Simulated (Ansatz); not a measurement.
The starting structures come from a database of crystals and need not be the phases stable at ambient conditions.

By PBEsol, the system below comes out a metal.

Without scattering a metal conducts by its projected Fermi surface.

Here is the system:

```
CELL_PARAMETERS angstrom
      7.56254     0.00000     0.00000
      3.65496     6.62067     0.00000
      1.32326    -2.24202     3.63823
ATOMIC_POSITIONS crystal
  In 0.00000 0.00000 0.00000
  In 0.33904 0.33904 0.00000
  In 0.66096 0.66096 0.00000
  Sb 0.50000 0.50000 0.50000
  Te 0.82873 0.82873 0.50000
  Te 0.17127 0.17127 0.50000
```

Space group of this cell: Immm. The cell is taken as given; by PBEsol its mean pressure is -2.8 GPa.

The current flows along the normal of the first two printed cell vectors. No spin-orbit coupling; the value is a mean over 0.1 eV about the Fermi level.

Question: Give the ballistic conductance per area that PBEsol in Ansatz (a program for electronic structure) yields.

Answer: 0.47 × 10¹⁵ S/m² for both spins.
